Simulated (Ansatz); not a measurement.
Take GaSb in the zinc blende structure (space group F-43m, No. 216; a = 6.1324 Å) as the base. Axes: x, y, z lie along the cube axes.

Calculations: Ansatz (a program for electronic structure), r2SCAN, PAW, cutoff 500 eV, no spin-orbit coupling.

Base values:

```
Item                                 Value
---------------------  -------------------
Band gap                           0.41 eV
Pressure                          0.1 kbar
Valence-band top at Γ  0.00, 0.00, 0.00 eV
```

Now apply this change: uniaxial strain ε_zz = −1.00 %, all other strain components held at zero, atoms relaxed at fixed cell.

### Question
What does the calculation give for the band gap, pressure, energy relative to the base and valence-band top at Γ after the change?

### Answer
The band gap increases by 0.035 eV, from 0.41 eV to 0.45 eV; the pressure (mean of the normal stresses, compression positive) increases by 5.5 kbar (0.1 kbar → 5.6 kbar); the energy rises by 0.8 meV/atom; the valence-band top at Γ (three highest levels, from the VBM) becomes 0.00, -0.06, -0.06 eV (base: 0.00, 0.00, 0.00 eV).

Spin-orbit coupling, missing from the scalar runs, can matter with Sb. No phonon test of stability was made.
